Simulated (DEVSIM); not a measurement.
Structure: abrupt InP p-n junction, at 250 K.

| layer (left to right) | material | thickness (μm) | Nd (cm⁻³) | Na (cm⁻³) | τn (s) | τp (s) |
|---|---|---|---|---|---|---|
| 1 | InP | 6.30 | - | 1e16 | 7e-10 | 7e-10 |
| 2 | InP | 9.40 | 3.3e14 | - | 7e-10 | 7e-10 |

Left contact: ohmic. Right contact: ohmic. Voltage is applied to the left contact. Recombination: SRH at mid-gap. Mobility is μmin + (μ − μmin)/(1 + (N/Nref)^α).

This is a model device: material constants are rounded textbook-type values typed into the input, and sizes, dopings and lifetimes were drawn at random. Values at 300 K; Nc and Nv go as T^1.5, mobilities as T to minus their exponent, the gap by Varshni's rule with the affinity fixed. The table also holds parameters that only a changed run uses.

| parameter | InP |
|---|---|
| gap (eV) | 1.344 |
| affinity (eV) | 4.38 |
| permittivity | 12.5 |
| Nc (cm⁻³) | 5.7e17 |
| Nv (cm⁻³) | 1.1e19 |
| μn (cm²/Vs) | 5200 |
| μp (cm²/Vs) | 170 |
| μn,min | 400 |
| μp,min | 10 |
| Nref,n | 3e17 |
| Nref,p | 4.9e17 |
| αn | 0.47 |
| αp | 0.62 |
| T exponent of μn | 2 |
| T exponent of μp | 2 |
| Cn (cm⁶/s) | 9e-31 |
| Cp (cm⁶/s) | 9e-31 |
| Varshni α (eV/K) | 0.000363 |
| Varshni β (K) | 162 |

DEVSIM, 1D drift-diffusion, Boltzmann statistics, complete ionisation; no tunnelling, impact ionisation, image-force lowering or self-heating.

Base results: largest field in the device at zero bias (V/cm) 10000; potential step across the device at zero bias (V) 1.060; dark forward voltage at 1 A/cm² (V) 0.946.

Q: What follows from this one change: doping Na of layer 1 1e+16 → 1e+17 cm^-3?

A: largest field in the device at zero bias 10000 → 17000 V/cm; potential step across the device at zero bias 1.060 → 1.110 V; dark forward voltage at 1 A/cm² little changed (0.947 V).

Q: What follows from this one change: thickness of layer 1 6.3 → 1.3 μm?

A: largest field in the device at zero bias little changed (10000 V/cm); potential step across the device at zero bias little changed (1.060 V); dark forward voltage at 1 A/cm² 0.946 → 0.940 V.

Q: What follows from this one change: thickness of layer 2 9.4 → 47 μm?

A: largest field in the device at zero bias little changed (10000 V/cm); potential step across the device at zero bias little changed (1.060 V); dark forward voltage at 1 A/cm² 0.946 → 0.956 V.
